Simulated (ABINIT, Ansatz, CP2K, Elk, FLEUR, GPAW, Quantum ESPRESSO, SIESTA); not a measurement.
## Code comparison for NaCl (Fm-3m, 2 atoms in the cell)

Self-consistent single point.

```
NaCl
1.0
    0.00000     2.82000     2.82000
    2.82000     0.00000     2.82000
    2.82000     2.82000     0.00000
Na Cl
1 1
Cartesian
  0.00000   0.00000   0.00000
  2.82000   2.82000   2.82000
```

Shared settings, as Ansatz (a first-principles code) writes them: kpoints.mp_grid.grid = 10 10 10; scf.occupations.method = fermi_dirac; scf.occupations.width = 0.0015 Ry. Potentials and cutoffs stand in the table.

```json
[
 {"code": "Quantum ESPRESSO", "model": "LDA (PZ), GBRV 1.5 ultrasoft (LDA) pseudopotentials", "pressure (GPa)": "-2.33", "gap on the mesh (eV)": "4.686", "cutoff": "40 Ry"},
 {"code": "FLEUR", "model": "LDA (Perdew-Zunger), all-electron FLAPW (FLEUR), scalar-relativistic valence", "pressure (GPa)": "–", "gap on the mesh (eV)": "4.817", "cutoff": "Kmax 4 1/bohr"},
 {"code": "GPAW", "model": "LDA (Perdew-Wang 92), GPAW PAW datasets LDA (gpaw-data 1.0.1)", "pressure (GPa)": "-2.34", "gap on the mesh (eV)": "4.696", "cutoff": "800 eV"},
 {"code": "ABINIT", "model": "LDA (PW92), PAW (JTH v2.0 LDA PAW)", "pressure (GPa)": "-2.53", "gap on the mesh (eV)": "4.686", "cutoff": "30 Ha"},
 {"code": "Elk", "model": "LDA (PW92), all-electron FP-LAPW, Elk's shipped species files, APW+lo basis with extra local orbitals", "pressure (GPa)": "–", "gap on the mesh (eV)": "4.682", "cutoff": "rgkmax 8"},
 {"code": "CP2K", "model": "LDA (Pade form), GPW, DZVP-MOLOPT-SR-GTH basis, GTH-PADE potentials (GTH_POTENTIALS)", "pressure (GPa)": "-2.11", "gap on the mesh (eV)": "4.666", "cutoff": "grid 950 Ry"},
 {"code": "Ansatz", "model": "LDA (PW92), default PAW files made with PBE", "pressure (GPa)": "-2.43", "gap on the mesh (eV)": "4.692", "cutoff": "default"},
 {"code": "SIESTA", "model": "LDA PW92, numerical atomic orbitals TZP, PseudoDojo LDA standard norm-conserving potentials (rewritten from UPF to PSML)", "pressure (GPa)": "-2.35", "gap on the mesh (eV)": "4.754", "cutoff": "grid 350 Ry"}
]
```

A dash marks a value that a program does not give, or that is left out as unsure.

Gaps are read on the mesh.

The spread over the programs that give each value: pressure within 0.42 GPa; gap on the mesh within 0.151 eV.

CP2K and SIESTA use small atom-centred bases, whose incompleteness enters pressures, forces and empty levels differently from a plane-wave cutoff. FLEUR and Elk treat all electrons, but the usual bases taken here (sphere radii, linearisation, local orbitals, empty states) were not tested for convergence, so the values are no reference for the others. Ansatz's pressure is given at a fixed set of plane waves, as the other plane-wave codes print theirs. The same LDA comes in different parametrisations, which differ slightly. In the gap, FLEUR (by 0.128) lies more than 0.12 eV from the median of the plane-wave programs.

The starting cell has typed, rounded lattice constants, without a prior relaxation at this level.

Keys are those of Ansatz 0.2.
